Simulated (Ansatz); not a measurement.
# Short convergence ladders for CaCu₄As₂ (R3m, 7 atoms in the cell)

```xyz
7
Lattice="2.0701 1.1952 7.5912 -2.0701 1.1952 7.5912 0.0000 -2.3903 7.5912" Properties=species:S:1:pos:R:3 pbc="T T T"
Ca     0.0000     0.0000     0.0500
Cu     0.0000     0.0000     3.2917
Cu     0.0000     0.0000    19.4820
Cu     0.0000     0.0000    12.7838
Cu     0.0000     0.0000     9.9898
As     0.0000     0.0000     5.7428
As     0.0000     0.0000    17.0308
```

Base method: LDA (PW92), default PAW files made with PBE (plane waves; Ansatz, an electronic-structure program).

Base settings: basis.ecutwfc = 420 eV; kpoints.mp_grid.grid = 6 6 6; hamiltonian.xc = lda; hamiltonian.pseudopotentials = {kind: paw} (the program's default PAW files); scf.occupations.method = gaussian; scf.occupations.width = 0.1 eV.

The count of work is k-points × plane waves × bands × iterations; it is no time. Core times come from one kind of shared machine, to one figure; runs under 30 s give none.

**The k-point mesh**

The second cell is the first with its lattice scaled by 0.98.

Only quantities that move along the ladder and can be compared are tabulated.

| kpoints.mp_grid.grid | free energy less the last step's (meV/atom) | energy of the compressed cell less the first (meV/atom) | pressure (GPa) | largest difference of a force vector from the last step's (eV/Å) | count of work / last | core time / last (rough) |
|---|---|---|---|---|---|---|
| 2 2 2 | 202.01 | -26.05 | -7.04 | 1.274 | 0.026 | – |
| 4 4 4 | 19.27 | -28.77 | -7.56 | 0.227 | 0.084 | – |
| 6 6 6 | 3.50 | -28.27 | -7.48 | 0.061 | 0.19 | – |
| 7 7 7 | -0.07 | -27.81 | -7.43 | 0.033 | 0.26 | 0.3 |
| 9 9 9 | -0.60 | -27.26 | -7.33 | 0.017 | 0.50 | 0.5 |
| 11 11 11 | -0.30 | -26.89 | -7.27 | 0.001 | 0.77 | 0.8 |
| 12 12 12 | 0.00 | -26.85 | -7.25 | 0.000 | 1.0 | 1 |

Coarsest kpoints.mp_grid.grid that holds the energy of the compressed cell less the first within 0.5 meV/atom of the last step, with all finer ones: 9 9 9; the step before is off by 0.96 meV/atom.

Coarsest kpoints.mp_grid.grid that holds the pressure within 0.05 GPa of the last step, with all finer ones: 11 11 11; the step before is off by 0.08 GPa.

Coarsest kpoints.mp_grid.grid that holds the free energy within 5 meV/atom of the last step, with all finer ones: 6 6 6, at 0.19 of the last step's count of work; the step before is off by 19 meV/atom.

**The k-point mesh at a smearing width of 0.02 eV**

In this ladder: scf.occupations.width = 0.02 eV.

Only quantities that move along the ladder and can be compared are tabulated.

```tsv
kpoints.mp_grid.grid	free energy less the last step's (meV/atom)	pressure (GPa)	largest difference of a force vector from the last step's (eV/Å)	count of work / last	core time / last (rough)
3 3 3	73.30	-8.04	0.430	0.012	–
4 4 4	19.27	-7.62	0.221	0.020	–
5 5 5	6.03	-7.43	0.086	0.029	–
7 7 7	0.06	-7.46	0.031	0.091	0.09
10 10 10	-0.78	-7.30	0.003	0.18	0.2
12 12 12	0.11	-7.21	0.019	0.29	0.3
18 18 18	0.00	-7.29	0.000	1.0	1
```

Coarsest kpoints.mp_grid.grid that holds the forces within 0.01 eV/Å: not settled: the last two steps still differ by 0.019 eV/Å, over half the tolerance, so the ladder does not show it.

Coarsest kpoints.mp_grid.grid that holds the free energy within 2 meV/atom of the last step, with all finer ones: 7 7 7, at 0.091 of the last step's count of work and about 0.09 of the last step's time; the step before is off by 6.0 meV/atom.

Coarsest kpoints.mp_grid.grid that holds the pressure within 0.2 GPa of the last step, with all finer ones: 5 5 5, at 0.029 of the last step's count of work; the step before is off by 0.32 GPa.

**The k-point mesh at a smearing width of 0.3 eV**

In this ladder: scf.occupations.width = 0.3 eV.

Only quantities that move along the ladder and can be compared are tabulated.

| kpoints.mp_grid.grid | free energy less the last step's (meV/atom) | pressure (GPa) | largest difference of a force vector from the last step's (eV/Å) | count of work / last |
|---|---|---|---|---|
| 3 3 3 | 68.68 | -7.89 | 0.424 | 0.035 |
| 5 5 5 | 5.68 | -7.53 | 0.084 | 0.10 |
| 7 7 7 | 0.32 | -7.40 | 0.021 | 0.23 |
| 12 12 12 | 0.00 | -7.31 | 0.000 | 1.0 |

Coarsest kpoints.mp_grid.grid that holds the pressure within 0.5 GPa of the last step, with all finer ones: 5 5 5, at 0.10 of the last step's count of work; the step before is off by 0.58 GPa.

Coarsest kpoints.mp_grid.grid that holds the forces within 0.01 eV/Å: not settled: the last two steps still differ by 0.021 eV/Å, over half the tolerance, so the ladder does not show it.

Coarsest kpoints.mp_grid.grid that holds the free energy within 1 meV/atom of the last step, with all finer ones: 7 7 7, at 0.23 of the last step's count of work; the step before is off by 5.7 meV/atom.

On the base run: the starting cell comes from a database of computed structures (which also holds hypothetical and non-ambient phases and stackings), without a prior relaxation at this level. Its lattice was rescaled by up to half a per cent. One atom was moved a little off its site on purpose. Spin polarisation is off. In the base run, with a pressure of about -7 GPa the cell is away from its equilibrium volume at this level. Ansatz's pressure includes its estimate of the finite-basis (Pulay) stress. The run gives no clean gap (levels at the Fermi energy touch, overlap or are partly filled at this smearing), which alone does not show that the compound is a metal.

Keys are those of Ansatz 0.2.
